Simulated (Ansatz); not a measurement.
Functionals compared on a constructed model of the (100) surface of fcc Cu, a pseudomorphic layer of Ge in the host's stacking (bottom of the slab: a bare face, its two planes held), in Ansatz (plane waves, PAW). The structure was relaxed with PBE; the other rows are single points on it. Cutoff 420 eV (500 eV for r2SCAN).

Model: 7-atom slab, 11.0 Å thick at the start, 15x15x1 mesh, Fermi-Dirac 0.1 eV, dipole correction, 2 atoms held, the rest relaxed; start symmetry kept, larger cells not searched; no spin, no spin-orbit, no U. It is one candidate, not shown to be the stable structure of the face. These notes are the PBE run's.

```json
[
 {"functional": "PBE", "work function of the top face (eV)": "4.33", "rough cost of the single point": "–"},
 {"functional": "RPBE", "work function of the top face (eV)": "4.22", "rough cost of the single point": "very roughly 90 core-seconds"},
 {"functional": "r2SCAN", "work function of the top face (eV)": "4.50", "rough cost of the single point": "very roughly 2.4 core-minutes"}
]
```

Ansatz is a program for electronic structure.
